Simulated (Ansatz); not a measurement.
L1₀ (CuAu-type) CuAu was calculated with Hartree–Fock in Ansatz (plane waves, PAW).

Run with plane-wave cutoff 460 eV, 10×10×8 k mesh (along the axes of the cell as run), Fermi–Dirac smearing 0.05 eV, no spin polarisation, scalar-relativistic PAW data made under PBE.

Computed at the level's own relaxed cell.

Q: What does this level give for the lattice constant a (two-atom tetragonal cell) and c axis length (two-atom tetragonal cell)?

A: 
lattice constant a (two-atom tetragonal cell): 3.066 Å
c axis length (two-atom tetragonal cell): 3.775 Å

Measured, for comparison: lattice constant a 2.8 Å (temperature not stated, not corrected to a static lattice; as tabulated in Nepal et al. (2019), arXiv:1905.09348); lattice parameter c 3.67 Å (temperature not stated, not corrected to a static lattice; as tabulated in Mehl et al. (2016), arXiv:1607.02532). Computed (rounded) less measured: lattice constant a +9.5 %, lattice parameter c +2.9 %.

Note: the run has no spin polarisation, so it can have missed a magnetic state.

Spin–orbit coupling is not included; it can shift volumes and moduli of such heavy elements.

Static lattice: no zero-point or thermal effects.

Computing time: about 90 core-minutes (a rough figure).

Ansatz is a first-principles code.
